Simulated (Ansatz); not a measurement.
# Fe under a change: pressure −2 GPa

Take Fe in the bcc (W type) structure (space group Im-3m, No. 229; a = 2.832 Å; ferromagnetic) as the base.

The change: hydrostatic tension (pressure −2 GPa).

Method: PBE/PAW in Ansatz (a first-principles code), no spin-orbit coupling. k-mesh 23×23×23 (Γ-centred); smearing 0.05 eV (Fermi–Dirac).

The volume per atom grows by 0.12 Å³ (11.35 Å³ → 11.47 Å³) and the density falls by 0.083 g/cm³ (8.17 g/cm³ → 8.08 g/cm³). The lattice parameter a increases by 0.0096 Å (2.832 Å → 2.841 Å) and the enthalpy H = E + PV relative to the base's energy is -0.14 eV/atom. The band gap stays zero and the magnetic state stays ferromagnetic. The largest site moment hardly moves (2.22 μB against 2.23 μB).

Final structure:

```xyz
1
Lattice="-1.4207 1.4207 1.4207 1.4207 -1.4207 1.4207 1.4207 1.4207 -1.4207" Properties=species:S:1:pos:R:3 pbc="T T T"
Fe     0.0000     0.0000     0.0000
```

The magnetic state is the one reached from the starting moments; the real material's order can differ, and small cells can't hold many antiferromagnetic ones. Load acts through the strain it causes; cell and atoms are relaxed under it. Stability against distortions was not tested.
